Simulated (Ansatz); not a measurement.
System: antifluorite K2S. Method: PBE (plane waves, PAW; Ansatz, an electronic-structure program).

Settings: plane-wave cutoff 520 eV, 8×8×8 k mesh, Fermi–Dirac smearing 0.01 eV, scalar-relativistic PAW data made under PBE.

The cell is scaled about its equilibrium volume:

```tsv
V (Å³/atom)	P (GPa)	direct gap at Γ (eV)	smallest gap on the k mesh (eV)
32.557	1.30	2.714	2.480
33.250	0.82	2.639	2.426
33.943	0.39	2.567	2.373
34.635	0.00	2.498	2.322
35.328	-0.35	2.432	2.273
36.021	-0.66	2.368	2.224
36.713	-0.94	2.307	2.178
```

The fundamental gap (2.32 eV at the equilibrium volume, with added k points) lies elsewhere than Γ–Γ.
